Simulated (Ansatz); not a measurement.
## A computed series for Ru: response to strain

The reference is Ru in the hcp (Mg type) structure (space group P6_3/mmc, No. 194; a = 2.706 Å, c = 4.265 Å; relaxed with 0.1 eV smearing). Axes: x lies along a and z along c of the hexagonal cell.

Strains are applied to the cell and any free atomic positions relax; under biaxial strain the out-of-plane vector relaxes too; under stress the whole cell relaxes.

Level of theory: DFT with r2SCAN, PAW potentials and a 500 eV plane-wave cutoff in Ansatz (a quantum-chemistry and plane-wave program), scalar-relativistic without spin-orbit coupling, earlier PAW set.

Notes on the quantities. pressure: mean of the normal stresses, compression positive; energy relative to the base: free energy F.

| variant | pressure | energy relative to the base | volume per atom | space group |
|---|---|---|---|---|
| base | 0.0 GPa | 0 meV/atom | 13.52 Å³ | P6_3/mmc (No. 194) |
| biaxial strain +1.24 %, plane normal [001], relaxed out of plane | … | – | … | P6_3/mmc (No. 194) |
| isotropic strain +0.77 % | -7.4 GPa | +7.4 meV/atom | 13.83 Å³ | P6_3/mmc (No. 194) |
| uniaxial strain ε_xx = −2.50 % | … | +17 meV/atom | 13.18 Å³ | Cmcm (No. 63) |
| uniaxial strain ε_xx = +5.75 % | -15.3 GPa | +71 meV/atom | 14.30 Å³ | Cmcm (No. 63) |
| uniaxial stress, 5 GPa tension along x | – | +2.2 meV/atom | … | Cmcm (No. 63) |

Question: Complete the table.

Answer: 
- biaxial strain +1.24 %, plane normal [001], relaxed out of plane, pressure: -5.4 GPa
- biaxial strain +1.24 %, plane normal [001], relaxed out of plane, volume per atom: 13.76 Å³
- uniaxial strain ε_xx = −2.50 %, pressure: 9.1 GPa
- uniaxial stress, 5 GPa tension along x, volume per atom: 13.59 Å³

Stability under load was not tested beyond the relaxation. All final runs are without spin polarisation.
